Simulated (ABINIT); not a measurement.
# A self-consistent single point of Ti₃Zn (I4/mmm, 4 atoms in the cell) with ABINIT

Method: PBEsol, PAW (JTH v2.0 PBE PAW, files made for PBE) (plane waves; ABINIT 10.0.3).

Input as run:

```
# Ti3Zn, JTH v2.0 PBE PAW
pp_dirpath "./"
pseudos "Ti.GGA_PBE-JTH.xml, Zn.GGA_PBE-JTH.xml"
acell 3*1.0
rprim
        -3.6730455506    3.6730455506    7.8413920980
         3.6730455506   -3.6730455506    7.8413920980
         3.6730455506    3.6730455506   -7.8413920980
natom 4
ntypat 2
znucl 22 30
typat 1 1 1 2
xcart
         0.0000000000    3.6730455506    3.9206960490
         3.6730455506    0.0000000000    3.9206960490
         0.0000000000    0.0000000000    7.8413920980
         0.0000000000    0.0000000000    0.0000000000
ecut 30
pawecutdg 60
ixc -116133
nsppol 2
spinat
      0 0 1
      0 0 1
      0 0 1
      0 0 0
occopt 3
tsmear 0.00367493
nband 34
kptopt 1
ngkpt 6 6 6
nshiftk 1
shiftk 0 0 0
nstep 50
toldfe 1.0e-09
prtwf 0
prtden 0
enunit 2
```

Output, abridged:

```
 Symmetries : space group I4/m m m (#139); Bravais tI (body-center tetrag.)

 -outvars: echo values of preprocessed input variables --------
            acell      1.0000000000E+00  1.0000000000E+00  1.0000000000E+00 Bohr
             ecut      3.00000000E+01 Hartree
           enunit           2
              ixc     -116133
         kptrlatt        6    0    0      0    6    0      0    0    6
          kptrlen      4.40765466E+01
            natom           4
            nband          34
            ngfft          48      48      48
          ngfftdg          72      72      72
             nkpt          30
           nspden           2
           nsppol           2
            nstep          50
             nsym          16
           ntypat           2
           occopt           3
        pawecutdg      6.00000000E+01 Hartree
            rprim     -3.6730455506E+00  3.6730455506E+00  7.8413920980E+00
                       3.6730455506E+00 -3.6730455506E+00  7.8413920980E+00
                       3.6730455506E+00  3.6730455506E+00 -7.8413920980E+00
          spgroup         139
           spinat      0.0000000000E+00  0.0000000000E+00  1.0000000000E+00
                       0.0000000000E+00  0.0000000000E+00  1.0000000000E+00
                       0.0000000000E+00  0.0000000000E+00  1.0000000000E+00
                       0.0000000000E+00  0.0000000000E+00  0.0000000000E+00
           toldfe      1.00000000E-09 Hartree
           tsmear      3.67493000E-03 Hartree
            typat      1  1  1  2
           useylm           1
             xred      7.5000000000E-01  2.5000000000E-01  5.0000000000E-01
                       2.5000000000E-01  7.5000000000E-01  5.0000000000E-01
                       5.0000000000E-01  5.0000000000E-01  0.0000000000E+00
                       0.0000000000E+00  0.0000000000E+00  0.0000000000E+00
            znucl       22.00000   30.00000

== DATASET  1 ==================================================================

 Real(R)+Recip(G) space primitive vectors, cartesian coordinates (Bohr,Bohr^-1):
 R(1)= -3.6730456  3.6730456  7.8413921  G(1)=  0.0000000  0.1361268  0.0637642
 R(2)=  3.6730456 -3.6730456  7.8413921  G(2)=  0.1361268  0.0000000  0.0637642
 R(3)=  3.6730456  3.6730456 -7.8413921  G(3)=  0.1361268  0.1361268  0.0000000
 Unit cell volume ucvol=  4.2316115E+02 bohr^3
 Angles (23,13,12)=  1.34027947E+02  1.34027947E+02  6.70443616E+01 degrees

 Coarse grid specifications (used for wave-functions):

 getcut: wavevector=  0.0000  0.0000  0.0000  ngfft=  48  48  48
         ecut(hartree)=     30.000   => boxcut(ratio)=   2.07062

 Fine grid specifications (used for densities):

 getcut: wavevector=  0.0000  0.0000  0.0000  ngfft=  72  72  72
         ecut(hartree)=     60.000   => boxcut(ratio)=   2.19530

   4.06715103E+03                                ecore*ucvol(ha*bohr**3)

_setup2: Arith. and geom. avg. npw (full set) are    3322.116    3322.104
--- !BeginCycle
solver: {iscf: 17, nstep: 50, nline: 4, wfoptalg: 10, }
tolerances: {toldfe: 1.00E-09, }
...

     iter   Etot(hartree)     deltaE(h) residm    nres2    magn
 ETOT  1  -232.28053023097    -2.32E+02 2.53E+01 9.28E+01 0.506
 ETOT  2  -240.42652081840    -8.15E+00 4.23E-01 4.20E+02 0.070
 ETOT  3  -240.20137346738     2.25E-01 7.14E-02 1.39E+02 0.090
 ETOT  4  -240.11371688538     8.77E-02 1.43E-01 3.92E+01 0.112
 ETOT  5  -240.09063822644     2.31E-02 1.44E-01 7.24E+00 0.097
 ETOT  6  -240.10770528508    -1.71E-02 1.00E-01 1.86E+01 0.082
   [... 11 lines left out ...]
 ETOT 18  -240.10099675139    -5.60E-08 5.11E-03 6.09E-06 0.000
 ETOT 19  -240.10099676584    -1.45E-08 2.92E-03 1.26E-05 0.000
 ETOT 20  -240.10099676995    -4.10E-09 3.81E-03 1.38E-06 0.000
 ETOT 21  -240.10099677003    -8.68E-11 1.79E-03 6.13E-08 0.000
 ETOT 22  -240.10099677059    -5.53E-10 2.05E-03 3.39E-08 0.000
 At SCF step   22, etot is converged :
  for the second time, diff in etot=  5.527E-10 < toldfe=  1.000E-09

 Cartesian components of stress tensor (hartree/bohr^3)
  sigma(1 1)= -5.76248436E-07  sigma(3 2)=  0.00000000E+00
  sigma(2 2)= -5.76248436E-07  sigma(3 1)=  0.00000000E+00
  sigma(3 3)=  4.14061902E-05  sigma(2 1)=  0.00000000E+00

 Integrated electronic and magnetization densities in atomic spheres:
 Radius=ratsph(iatom), smearing ratsm=  0.0000. Diff(up-dn)=approximate z local magnetic moment.
 Atom    Radius    up_density   dn_density  Total(up+dn)  Diff(up-dn)
    1   2.30803     5.113130     5.113132     10.226263    -0.000002
    2   2.30803     5.113130     5.113132     10.226263    -0.000002
    3   2.30803     5.101951     5.101987     10.203938    -0.000037
    4   2.30770     5.466001     5.465999     10.932000     0.000002
  Sum:             20.794212    20.794251     41.588463    -0.000039
 Total magnetization (from the atomic spheres):            -0.000039
 Total magnetization (exact up - dn):                      -0.000060

 ----iterations are completed or convergence reached----

 reduced coordinates (array xred) for    4 atoms
       0.750000000000      0.250000000000      0.500000000000
       0.250000000000      0.750000000000      0.500000000000
       0.500000000000      0.500000000000      0.000000000000
       0.000000000000      0.000000000000      0.000000000000
 cartesian forces (eV/Angstrom) at end:
    1     -0.00000000000000     0.00000000000000     0.00000000000000
    2      0.00000000000000    -0.00000000000000    -0.00000000000000
    3     -0.00000000000000    -0.00000000000000    -0.00000000000000
    4     -0.00000000000000    -0.00000000000000    -0.00000000000000
 frms,max,avg= 3.5288699E-28 7.7859701E-28   0.000E+00  0.000E+00  0.000E+00 e/A
 length scales=  1.000000000000  1.000000000000  1.000000000000 bohr
              =  0.529177208590  0.529177208590  0.529177208590 angstroms
 Fermi (or HOMO) energy (hartree) =   0.31810   Average Vxc (hartree)=  -0.41699
 Magnetization (Bohr magneton)=  5.96166562E-05
   [... lines left out ...]
 Fermi (or HOMO) energy (eV) =   8.65581   Average Vxc (eV)= -11.34695
   [... lines left out ...]

 Eigenvalues (   eV  ) for nkpt=  30  k points, SPIN DOWN:
 kpt#   1, nband= 34, wtk=  0.00463, kpt=  0.0000  0.0000  0.0000 (reduced coord)
 -47.63847  -47.48258  -47.41348  -24.22983  -24.12863  -24.12863  -23.98768  -23.98768
 -23.84902  -23.61849  -23.58382  -23.58382    1.22184    1.80816    1.82557    1.83458
   1.92156    1.92156    6.49412    6.52467    7.71572    7.87533    7.87533    8.85108
   9.17374    9.17374   10.13901   10.75781   10.87012   10.99048   11.75450   11.75450
  12.28979   13.29295
 prteigrs : prtvol=0 or 1, do not print more k-points.

--- !EnergyTerms
comment             : Components of total free energy in Hartree
kinetic             :  2.98770325266999E+01
hartree             :  4.64048098393682E+01
xc                  : -1.15005894355195E+01
Ewald energy        : -1.75863678091820E+02
psp_core            :  9.61135257814277E+00
local_psp           : -1.54155500216672E+02
spherical_terms     :  1.55304479390957E+01
internal            : -2.40096124860705E+02
'-kT*entropy'       : -4.87599784415953E-03
total_energy        : -2.40101000858549E+02
total_energy_eV     : -6.53348049953217E+03
...

-Cartesian components of stress tensor (GPa)         [Pressure= -3.9477E-01 GPa]
- sigma(1 1)= -1.69538115E-02  sigma(3 2)=  0.00000000E+00
- sigma(2 2)= -1.69538115E-02  sigma(3 1)=  0.00000000E+00
- sigma(3 3)=  1.21821197E+00  sigma(2 1)=  0.00000000E+00

 Calculation completed.
```

The run converged in 22 iterations.

The starting cell comes from a database of computed structures (which also holds hypothetical and non-ambient phases and stackings), without a prior relaxation at this level. Its lattice was rescaled by a random factor within 2.5 % of one. The starting moments vanished: the run ended non-magnetic. The potentials were made for another functional than the one used.

These are the values that this program gave, and no reference: the one-centre exchange-correlation terms come from a truncated expansion.

Cost on one core of a shared machine: roughly 10 min.
